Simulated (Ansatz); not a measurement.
Consider Si-vacancy pair (Si on one host Zr site, one O site vacant) in monoclinic ZrO2, charge state +2. Level of theory: PBE, PAW (plane waves to 420 eV; Ansatz, a quantum-chemistry and plane-wave program).

Settings: 96 host sites, the relaxed PBE lattice, the Γ point alone, smearing 0.01 eV, spin-restricted, no image-charge correction. No zero-point or tunnelling terms. The charge state is imposed; whether it is stable for some Fermi level was not computed. Forms of the defect that were not tried may lie lower. The start lies 0.36 eV above the lowest site run (PBE).

Barriers: single points on a 2×2×2 k-point mesh shifted by half a step at the bands' geometries.

The step: one O atom jumps into the vacancy from a nearby O site (Si-vacancy distance between ideal sites 2.06 → 2.08 Å). Atoms about the jump, Cartesian Å from the middle of the jump, before and after:

```
atom     x0     y0     z0     x1     y1     z1
----  -----  -----  -----  -----  -----  -----
O1    -0.22   1.27  -0.56   0.22  -1.27   0.56
Si2    1.38   0.55  -0.71   1.32  -0.24  -0.18
O3     0.53  -0.51  -1.88   0.48  -0.13  -1.65
O4     1.98   1.23   0.81   1.83   1.08   0.73
O5     2.69  -0.74  -0.99   2.64  -0.99  -0.96
Zr6   -1.88  -2.62   0.16  -1.65  -2.51   0.19
O7     2.27  -1.20   1.63   2.51  -1.23   1.69
O8    -2.33  -1.03  -1.18  -2.28  -0.99  -1.20
Zr9    0.83  -2.18   2.63   0.80  -2.07   2.53
O10   -0.43  -0.63   3.14  -0.48  -0.66   3.27
Zr11  -1.21   0.58  -2.47  -1.22   0.53  -2.57
O12    2.29   1.69  -1.61   2.59   1.84  -1.68
O13   -2.80  -0.99   1.42  -2.78  -0.97   1.44
O14   -0.91   2.02   2.05  -0.89   1.89   1.90
O15   -0.90  -3.13   1.95  -0.88  -3.20   2.06
O16   -0.43  -3.85  -0.59  -0.44  -3.98  -0.54
Zr17  -2.13   0.54   2.83  -2.15   0.54   2.84
O18   -2.70   1.66  -1.46  -2.46   1.69  -1.38
Zr19   1.69  -2.01  -2.81   1.73  -2.04  -2.81
O20    1.88  -3.73   1.24   1.94  -3.78   1.22
Zr21  -1.65   2.71   0.19  -1.85   2.89   0.30
Zr22   3.42  -2.44   0.27   3.49  -2.58   0.29
```

Task: Give the saddle-point geometry and the barrier.

Result: 
```
atom      x      y      z
----  -----  -----  -----
O1     0.18  -0.40   0.14
Si2    1.59   0.28  -0.27
O3     0.51  -0.48  -2.45
O4     2.04   1.32   1.04
O5     2.72  -0.82  -0.96
Zr6   -1.74  -2.48   0.12
O7     2.46  -1.15   1.66
O8    -2.35  -1.00  -1.28
Zr9    0.86  -2.04   2.53
O10   -0.40  -0.55   3.15
Zr11  -1.22   0.45  -2.57
O12    2.14   1.57  -1.38
O13   -2.77  -0.92   1.38
O14   -0.91   2.02   2.02
O15   -0.86  -3.07   1.97
O16   -0.42  -3.88  -0.58
Zr17  -2.12   0.55   2.84
O18   -2.51   1.68  -1.33
Zr19   1.64  -2.04  -2.89
O20    1.90  -3.68   1.20
Zr21  -1.82   2.90   0.30
Zr22   3.46  -2.50   0.26
```
It lies 1.10 eV above the start and 1.27 eV above the end. The saddle point's order was not checked.
